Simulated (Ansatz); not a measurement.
Worked example: self-consistent single point of a (001) slab of PbO (cut from a parent of space group no. 129; 8 atoms in the cell) in Ansatz (a quantum-chemistry and plane-wave program).

Method of the run: PBE (plane waves, PAW; Ansatz).

The change in words: vacuum of 5 angstrom (first run: 14 Å). Reference geometry:
```
CELL_PARAMETERS angstrom
      3.99194     0.00000     0.00000
      0.00000     3.99194     0.00000
      0.00000     0.00000    21.40152
ATOMIC_POSITIONS crystal
  Pb 0.50000 0.00000 0.32708
  Pb 0.00000 0.50000 0.43766
  O  0.50000 0.50000 0.38237
  O  0.00000 0.00000 0.38237
  Pb 0.50000 0.00000 0.56234
  Pb 0.00000 0.50000 0.67292
  O  0.50000 0.50000 0.61763
  O  0.00000 0.00000 0.61763
```

Reference input (self-consistent single point, DFT, PBE, plane waves, default PAW files): basis.ecutwfc = 420 eV; kpoints.mp_grid.grid = 6 6 1; hamiltonian.xc = pbe; hamiltonian.pseudopotentials = {kind: paw} (the program's default PAW files); scf.occupations.method = fermi_dirac; scf.occupations.width = 0.02 eV. This run's input differs from it in these lines:

Ansatz 0.2 input:
```diff
@@ -5,12 +5,12 @@
     - [0.00000000, 3.99194000, 0.00000000]
-    - [0.00000000, 0.00000000, 21.40152000]
+    - [0.00000000, 0.00000000, 12.40150200]
   atoms:
-    - { symbol: Pb, position: [0.50000000, 0.00000000, 0.32708000] }
-    - { symbol: Pb, position: [0.00000000, 0.50000000, 0.43765600] }
-    - { symbol: O, position: [0.50000000, 0.50000000, 0.38236600] }
-    - { symbol: O, position: [0.00000000, 0.00000000, 0.38236600] }
-    - { symbol: Pb, position: [0.50000000, 0.00000000, 0.56234400] }
-    - { symbol: Pb, position: [0.00000000, 0.50000000, 0.67292000] }
-    - { symbol: O, position: [0.50000000, 0.50000000, 0.61763400] }
-    - { symbol: O, position: [0.00000000, 0.00000000, 0.61763400] }
+    - { symbol: Pb, position: [0.50000000, 0.00000000, 0.20158800] }
+    - { symbol: Pb, position: [0.00000000, 0.50000000, 0.39241200] }
+    - { symbol: O, position: [0.50000000, 0.50000000, 0.29699700] }
+    - { symbol: O, position: [0.00000000, 0.00000000, 0.29699700] }
+    - { symbol: Pb, position: [0.50000000, 0.00000000, 0.60758800] }
+    - { symbol: Pb, position: [0.00000000, 0.50000000, 0.79841200] }
+    - { symbol: O, position: [0.50000000, 0.50000000, 0.70300300] }
+    - { symbol: O, position: [0.00000000, 0.00000000, 0.70300300] }
 basis:
```

Output, abridged:

```
SCF iter   1: F=—  HF=-49894.145309 eV  |F-HF|=—  |Δ(HF+E_count)|=         —  Δρ=1.70e-3  dr2=8.42e-3  ethr=1.77e-3  ⟨swp⟩=7.8  Hψ=2085  notcnv=0
all-band conjugate gradients solve this SCF's bands
preconditioner: auto → Resta (q_TF=auto, 2.347 Å⁻¹)
SCF iter   2: F=—  HF=-49894.147180 eV  |F-HF|=—  |Δ(HF+E_count)|=   1.87e-3  Δρ=9.90e-4  dr2=1.93e-3  ethr=1.05e-5  ⟨swp⟩=2.8  Hψ=1048  notcnv=0  defer=25
   [... lines left out ...]
SCF iter   4: F=—  HF=-49894.147975 eV  |F-HF|=—  |Δ(HF+E_count)|=   3.40e-5  Δρ=1.69e-4  dr2=9.70e-5  ethr=1.55e-6  ⟨swp⟩=2.0  Hψ=590  notcnv=0  defer=25
SCF iter   5: F=—  HF=-49894.148097 eV  |F-HF|=—  |Δ(HF+E_count)|=   1.21e-4  Δρ=6.33e-5  dr2=1.09e-5  ethr=1.21e-7  ⟨swp⟩=2.0  Hψ=620  notcnv=0  defer=25
SCF iter   6: F=—  HF=-49894.148119 eV  |F-HF|=—  |Δ(HF+E_count)|=   2.22e-5  Δρ=1.70e-5  dr2=1.02e-6  ethr=1.36e-8  ⟨swp⟩=2.0  Hψ=607  notcnv=0  defer=25
SCF iter   7: F=-49894.148120 eV  HF=-49894.148120 eV  |F-HF|=1.51e-7  |Δ(HF+E_count)|=   1.26e-6  Δρ=5.96e-6  dr2=8.47e-8  ethr=1.25e-10  ⟨swp⟩=10.5  Hψ=2787  notcnv=0
SCF 1 converged in 7 iterations: F = -49894.148120 eV  dr2 = 8.47e-8
Free energy (F): -49894.148120 eV
Internal energy: -49894.148120 eV  (E = F + TS)
E sigma→0 (E₀):  -49894.148120 eV
Fermi energy:    6.891494 eV
--- Forces (eV/Å), atoms counted from 1 ---
  atom   1  Pb     0.00000000     0.00000000    -0.50990953
  atom   2  Pb    -0.00000000     0.00000000     0.34030934
  atom   3  O     -0.00000000     0.00000000    -0.01411061
  atom   4  O      0.00000000     0.00000000    -0.01411061
  atom   5  Pb    -0.00000000     0.00000000    -0.34030934
  atom   6  Pb     0.00000000     0.00000000     0.50990953
  atom   7  O      0.00000000     0.00000000     0.01411061
  atom   8  O     -0.00000000     0.00000000     0.01411061
--- Stress (GPa, compression-positive) ---
        2.997427       0.000000       0.000000
        0.000000       2.997427       0.000000
        0.000000       0.000000       2.281261
  P = ⅓ Tr σ = 2.7587 GPa (27.587 kbar)
  The stress holds the Pulay correction. Without it, at fixed plane waves, as pw.x and ABINIT print it: P = 2.5093 GPa
```

The run converged in 7 iterations. Against the reference run the free energy falls by 1.8 meV/atom, the largest force hardly changes (0.505 to 0.510 eV/Å) and the gap on the mesh goes from 2.032 to 1.880 eV.

The starting cell has typed, rounded lattice constants, without a prior relaxation at this level. The slab is cut from that crystal, and its faces are unrelaxed. Its lattice was rescaled by up to half a per cent. Spin-orbit coupling is off. Spin polarisation is off, though cut faces can carry moments; a gap of a slab can lie between surface states.
